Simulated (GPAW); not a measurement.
# σyy against uniaxial strain in bcc W (space group 229): C12 (GPAW, PBEsol)

```yaml
crystal:
  lattice:
    - [-1.55286, 1.57651, 1.57651]
    - [1.55286, -1.57651, 1.57651]
    - [1.55286, 1.57651, -1.57651]
  atoms:
    - { symbol: W, position: [0.00000, 0.00000, 0.00000] }
```

Level of theory: PBEsol, GPAW PAW datasets PBEsol (made by gpaw-setup) (plane waves; GPAW). Settings: mode = pw; ecut = 585 eV; xc = PBEsol; kpts = 38 38 38; mesh shift (steps) = 0 0 0; occupations.name = fermi-dirac; occupations.width = 0.05 eV; nbands = -7; convergence.density = 1e-06 e/electron; convergence.energy = 1e-06 eV/electron; symmetry.symmorphic = false; symmetry.tolerance = 0.0005; maxiter = 120. The cell above is the first row's. The rows stretch one cube axis (x) by the strain ε and hold the other two. Stress is positive in tension. In all rows the k mesh is held.

| ε (%) | σyy (GPa) |
|---|---|
| -1.5 | -3.28 |
| -1.0 | -2.16 |
| -0.5 | -1.06 |
| 0.0 | 0.00 |
| 0.5 | 1.04 |
| 1.0 | 2.05 |
| 1.5 | 3.03 |
| 2.0 | ? |

Taking a parabola for σyy over the 7 complete rows: Least squares gives σyy = 0.002 + 2.1036·ε - 0.0567·ε². Residuals (row less fit): 0.001, -0.002, 0.004, -0.002, 0.000, 0.001, 0.000; standard error 0.003 (degrees of freedom: 4). The slope at ε = 0, 2.1036 GPa per cent, gives C12 ≈ 100 × 2.1036 = 210 GPa, for the static lattice.

Question: What does the fit predict for σyy at ε = 2.0, and how far is the calculated value from it?

Answer: σyy = 0.002 + 2.1036 × 2.0 - 0.0567 × 2.0² = 3.982 GPa. The calculation gives 3.99 GPa, 0.008 GPa above the prediction (0.1 % of the range of σyy in the table). The row lies outside the fitted rows, so this is an extrapolation.

Carrying the step between the two nearest rows on in a straight line would have given 4.01, off by 0.02; series whose last step already gives the withheld value aren't shown. The reference cell has the volume at which an earlier scan in this program and functional put its minimum by a fit. The unstrained cell stands at a pressure of 0.00 GPa, and the constants belong to that pressure. Spin polarisation is off. Spin-orbit coupling is off. Without a gap such slopes are sensitive to mesh and smearing. Cutoffs and mesh are single choices, not tested for convergence of this quantity. Series with a scatter that would blur these digits, or in which a gap closes, are not shown. Strain series were run only where this level's volume lies within 10 % of a first guess from the measured size.
